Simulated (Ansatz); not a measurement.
C: element substitutions

Consider C in the diamond structure (space group Fd-3m, No. 227; a = 3.554 Å).

Each row replaces one element on all its sites; cell and atoms are relaxed.

Computed with Ansatz (a quantum-chemistry and plane-wave program), PBEsol, PAW, cutoff 420 eV, scalar-relativistic without spin-orbit coupling.

Only one of these keeps a band gap. Which?
A. C → Si
B. C → S
C. C → Ge

A, C → Si. Computed: C → Si: 0.47 eV; C → S: zero; C → Ge: zero

Stability against distortions was not tested. As relaxed here, S is a hypothetical phase, not in the database extracts checked. A zero or small gap of Ge can be the functional's error rather than a property of the material.
